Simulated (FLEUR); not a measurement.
**Equation of state of rock-salt BaS (space group 225): energy against volume (FLEUR, PBE)**

```
CELL_PARAMETERS angstrom
      0.00000     3.13819     3.13819
      3.13819     0.00000     3.13819
      3.13819     3.13819     0.00000
ATOMIC_POSITIONS crystal
  Ba 0.00000 0.00000 0.00000
  S  0.50000 0.50000 0.50000
```

Level of theory: FLEUR with PBE, all-electron FLAPW (FLEUR), scalar-relativistic valence. Settings: Kmax = 4.33 1/bohr; GmaxXC = 13 1/bohr; xcFunctional = pbe; jspins = 1; l_soc = F; mode = hist; fermiSmearingEnergy = 0.00036749 Htr; mesh (inpgen div1-3) = 9 9 9; inpgen gamma flag = false; Gmax = 13 1/bohr; numbands = 0; maxIterBroyd = 25; imix = Anderson; alpha = 0.05; precondParam = 0; minDistance = 1e-05 me/bohr^3. The cell above is the first row's. The rows scale it uniformly. In all rows fractional positions and the k mesh are held. E is the free energy at the stated smearing, counted from the lowest row.

```csv
V (Å^3/atom),E (meV/atom)
30.906,?
31.578,12.79
32.249,4.47
32.921,0.35
33.593,0.00
34.265,3.03
34.937,9.08
35.609,17.84
36.281,29.03
```

### Question
Fit E against V with the third-order Birch-Murnaghan form, a cubic in V^(-2/3), and predict the withheld value at V = 30.906.

### Answer
With u = V^(-2/3) - 0.0955, the rows have u = 0.0045945, 0.0032012, 0.0018534, 0.0005508, -0.0007092, -0.0019286, -0.0031096, -0.0042540. Least squares gives E = 0.919 - 2239.6·u + 1037902·u² + 2588560·u³. Residuals (row less fit): 0.000, -0.001, 0.000, -0.001, 0.002, 0.000, -0.002, 0.001; standard error 0.001 (degrees of freedom: 4). Its minimum lies at u = 0.0010746, so V0 = (0.0965746)^(-3/2) = 33.32. There d²E/du² = 2092000 and d³E/du³ = 1.553e7, so B0 = (4/9) × 33.32^(-7/3) × 2092000 × 0.160218 = 41.7 GPa (the last factor turns the table's units into GPa), and B0' = 4 + (2/3) × 0.0965746 × (1.553e7)/2092000 = 4.5. At the withheld row, u = 0.0060402, so E = 0.919 - 2239.6 × 0.0060402 + 1037902 × 0.0060402² + 2588560 × 0.0060402³ = 25.829 meV/atom. The calculation gives 25.82 meV/atom, 0.009 meV/atom below the prediction (under 0.05 % of the range of E in the table). The row lies outside the fitted rows, so this is an extrapolation.

Carrying the step between the two nearest rows on in a straight line would have given 21.12, off by 4.70; series whose last step already gives the withheld value aren't shown. The scan was laid around a cell of about the measured size, scaled by a guess for this functional. The runs keep the symmetry of the cell, so they don't test it for distortions. Values depend on the basis (sphere radii, cutoffs, local orbitals), which need not be converged. Spin-orbit coupling is off. Cutoffs and mesh are single choices, not tested for convergence of this quantity. Series with a scatter that would blur these digits, or in which a gap closes, are not shown. Nor are scans whose minimum lies at an end fitted in this form.
